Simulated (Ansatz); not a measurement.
## SiC in the wurtzite structure (space group P6_3mc, No. 186)

Space group P6₃mc (No. 186); a = b = 3.092 Å, c = 5.074 Å, α = β = 90.00°, γ = 120.00°

| atom | site | symmetry | x | y | z |
|---|---|---|---|---|---|
| Si | 2b | 3m. | 0.6667 | 0.3333 | 0.0005 |
| C | 2b | 3m. | 0.3333 | 0.6667 | 0.1247 |

Calculations: PBE/PAW in Ansatz (a program for electronic structure), spin-orbit coupling left out. Γ-centred 12×12×7 mesh, Fermi–Dirac width 0.05 eV.

| Quantity | Result |
|---|---|
| Volume per atom | 10.50 Å³ |
| Density | 3.17 g/cm³ |
| Band gap | 2.31 eV, indirect, Γ → K |
| Electron mass | 0.27 mₑ along c, 0.44 mₑ across |
| Total energy | -443.577 eV/atom (σ→0; compares only within this code and set-up) |

Masses are band curvatures over ±0.01 Å⁻¹ around the edge. No phonon test of stability was made.
